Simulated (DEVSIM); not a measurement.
Structure: abrupt Si n-p junction, at 400 K.

Layer 1 from the left is Si, thickness (μm) 1.10, Nd (cm⁻³) 7e18, τn (s) 5.3e-7, τp (s) 5.3e-7. Layer 2 from the left is Si, thickness (μm) 43.0, Na (cm⁻³) 1.6e16, τn (s) 5.3e-7, τp (s) 5.3e-7.

Left contact: ohmic. Right contact: ohmic. Voltage is applied to the left contact. Recombination: SRH at mid-gap, Auger. Mobility is constant in doping.

This is a model device: material constants are rounded textbook-type values typed into the input, and sizes, dopings and lifetimes were drawn at random. Values at 300 K; Nc and Nv go as T^1.5, mobilities as T to minus their exponent, the gap by Varshni's rule with the affinity fixed.

Si: gap (eV) 1.124, affinity (eV) 4.05, permittivity 11.7, Nc (cm⁻³) 2.86e19, Nv (cm⁻³) 3.1e19, μn (cm²/Vs) 1417, μp (cm²/Vs) 470, T exponent of μn 2.3, T exponent of μp 2.2, Cn (cm⁶/s) 2.8e-31, Cp (cm⁶/s) 9.9e-32, Varshni α (eV/K) 0.000473, Varshni β (K) 636.

Model (solved in DEVSIM): 1D drift-diffusion, Boltzmann statistics, complete ionisation; no tunnelling, impact ionisation, image-force lowering or self-heating.

Dark forward current:

```csv
|V| (V),|J| (A/cm²)
0.05,1.262e-5
0.10,5.854e-5
0.15,0.0002390
0.20,0.0009754
0.25,0.004042
0.30,0.01693
0.35,0.07121
0.40,0.2966
0.45,1.179
0.50,4.136
0.55,12.08
0.60,29.81
0.65,64.47
0.70,125.0
0.75,220.7
0.80,358.7
0.85,544.2
0.90,780.0
0.95,1068
1.00,1409
1.05,1802
1.10,2249
```

Question: Work out the local ideality factor n = ΔV / (kT/q · ln(J2/J1)) between the rows 0.15 and 0.20 V, 0.30 and 0.35 V, 1.05 and 1.10 V.

Answer: kT/q = 34.47 mV. From 0.15 to 0.20 V: ln(0.0009754/0.0002390) = 1.406, n = 1.03, near the 1 of diffusion or emission over a barrier. From 0.30 to 0.35 V: ln(0.07121/0.01693) = 1.437, n = 1.01, near the 1 of diffusion or emission over a barrier. From 1.05 to 1.10 V: ln(2249/1802) = 0.222, n = 6.55.

Question: Estimate the current at 0.30 V from the Shockley equation with J0 = Σ q ni² D/(N L) coth(W/L), τ joining the SRH, radiative and Auger lifetimes that are on, and W taken as the whole layer.

Answer: ni² = 3.22e25 cm⁻⁶; holes in the n layer: μ = 250 cm²/Vs, D = 8.60 cm²/s, τ = 6.41e-8 s, L = 7.42 μm, W/L = 0.15, term 5.81e-8 A/cm²; electrons in the p layer: μ = 731 cm²/Vs, D = 25.2 cm²/s, τ = 5.30e-7 s, L = 36.5 μm, W/L = 1.2, term 2.69e-6 A/cm². J0 = 2.75e-6 A/cm², and J = J0 exp(qV/kT) = 0.0166 A/cm². The simulation gives 0.0169 A/cm²; the estimate lies 2.1 % below. The estimate leaves out recombination in the depletion region and that region's share of W.
